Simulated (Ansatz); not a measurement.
The starting structures come from a database of crystals and need not be the phases stable at ambient conditions.

By PBEsol, the system below comes out a metal.

The ballistic (Sharvin) conductance counts the channels at the Fermi level: G/A = (e²/h) × channels of both spins per area.

Data:

```xyz
10
Lattice="3.7137 0.0000 0.0000 0.0000 7.1028 0.0000 0.0000 0.0000 7.1028" Properties=species:S:1:pos:R:3 pbc="T T T"
Zr     1.8569     4.7878     1.2364
Zr     1.8569     2.3150     5.8664
Zr     1.8569     1.2364     2.3150
Zr     1.8569     5.8664     4.7878
Zr     0.0000     0.0000     0.0000
Zr     0.0000     3.5514     3.5514
Si     0.0000     0.8655     4.4169
Si     0.0000     6.2373     2.6859
Si     0.0000     4.4169     6.2373
Si     0.0000     2.6859     0.8655
```

Space group of this cell: P4/mbm. The cell is taken as given; by PBEsol its mean pressure is -3.8 GPa.

The current flows along the normal of the first two printed cell vectors, the (100) plane of the conventional cell. No spin-orbit coupling; the value is a mean over 0.1 eV about the Fermi level.

Q: Estimate the ballistic conductance per area that PBEsol (Ansatz, an electronic-structure program) returns for this system.

A: 0.55 × 10¹⁵ S/m² for both spins.
